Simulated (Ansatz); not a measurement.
Worked example: self-consistent single point of PdPt (R3m, 2 atoms in the cell) in Ansatz (a program for electronic structure).

Computed with PBEsol, default PAW files made with PBE (plane waves; Ansatz).

```yaml
crystal:
  lattice:
    - [1.37648, 0.79471, 4.53756]
    - [-1.37648, 0.79471, 4.53756]
    - [0.00000, -1.58943, 4.53756]
  atoms:
    - { symbol: Pd, position: [0.00367, 0.00367, 0.00367] }
    - { symbol: Pt, position: [0.50000, 0.50000, 0.50000] }
```

Reference input (self-consistent single point, DFT, PBEsol, plane waves, default PAW files made with PBE): basis.ecutwfc = 420 eV; kpoints.mp_grid.grid = 14 14 14; hamiltonian.xc = pbesol; hamiltonian.pseudopotentials = {kind: paw} (the program's default PAW files); scf.occupations.method = fermi_dirac; scf.occupations.width = 0.1 eV. This run's input differs from it in these lines:

Ansatz 0.2 input:
```diff
@@ -12,3 +12,3 @@
 kpoints:
-  mp_grid: { grid: [14, 14, 14] }
+  mp_grid: { grid: [27, 27, 27] }
 hamiltonian:
@@ -17,3 +17,3 @@
 scf:
-  occupations: { method: fermi_dirac, width: 0.1 eV }
+  occupations: { method: fermi_dirac, width: 0.05 eV }
 output:
```

Output (repeated stretches shortened):

```
SCF iter   1: F=—  HF=-19290.553822 eV  |F-HF|=—  |Δ(HF+E_count)|=         —  Δρ=1.17e-2  dr2=3.83e-2  ethr=1.77e-3  ⟨swp⟩=5.7  Hψ=167481  notcnv=0
all-band conjugate gradients solve this SCF's bands
preconditioner: auto → Kerker (q_TF=auto, 2.816 Å⁻¹)
SCF iter   2: F=—  HF=-19290.548170 eV  |F-HF|=—  |Δ(HF+E_count)|=   5.65e-3  Δρ=4.66e-3  dr2=5.72e-3  ethr=1.06e-4  ⟨swp⟩=2.1  Hψ=61789  notcnv=0
SCF iter   3: F=—  HF=-19290.546851 eV  |F-HF|=—  |Δ(HF+E_count)|=   1.32e-3  Δρ=8.63e-4  dr2=1.56e-4  ethr=1.59e-5  ⟨swp⟩=2.1  Hψ=53780  notcnv=0
SCF iter   4: F=—  HF=-19290.546826 eV  |F-HF|=—  |Δ(HF+E_count)|=   2.48e-5  Δρ=1.76e-4  dr2=6.84e-6  ethr=4.34e-7  ⟨swp⟩=2.4  Hψ=55855  notcnv=0
SCF iter   5: F=—  HF=-19290.546825 eV  |F-HF|=—  |Δ(HF+E_count)|=   1.30e-6  Δρ=4.48e-5  dr2=6.46e-7  ethr=1.90e-8  ⟨swp⟩=1.1  Hψ=41104  notcnv=0
SCF iter   6: F=-19290.546825 eV  HF=-19290.546825 eV  |F-HF|=1.52e-8  |Δ(HF+E_count)|=   3.22e-8  Δρ=9.70e-6  dr2=2.98e-8  ethr=2.78e-10  ⟨swp⟩=4.3  Hψ=138861  notcnv=0
SCF 1 converged in 6 iterations: F = -19290.546825 eV  dr2 = 2.98e-8
Free energy (F): -19290.546825 eV
Internal energy: -19290.514452 eV  (E = F + TS)
E sigma→0 (E₀):  -19290.530639 eV
Entropy (-TS):   -0.032373 eV (-16.186 meV/atom)
Fermi energy:    21.484620 eV
--- Forces (eV/Å), atoms counted from 1 ---
  atom   1  Pd     0.00000000     0.00000004    -0.58029504
  atom   2  Pt     0.00000000    -0.00000004     0.58029390
--- Stress (GPa, compression-positive) ---
       -1.698645       0.000000       0.000000
        0.000000      -1.698645       0.000000
       -0.000000       0.000000      -2.353585
  P = ⅓ Tr σ = -1.9170 GPa (-19.170 kbar)
  The stress holds the Pulay correction. Without it, at fixed plane waves, as pw.x and ABINIT print it: P = -1.9721 GPa
```

The run converged in 6 iterations. Against the reference run the free energy rises by 23.9 meV/atom, the pressure goes from -1.63 to -1.92 GPa and the largest force moves little (0.577 to 0.580 eV/Å).

The starting cell comes from a database of computed structures (which also holds hypothetical and non-ambient phases and stackings), without a prior relaxation at this level. Its lattice was rescaled by up to half a per cent. One atom was moved a little off its site on purpose. Spin polarisation is off. Ansatz's pressure includes its estimate of the finite-basis (Pulay) stress.

Cost on one core of a shared machine: roughly 90 s.
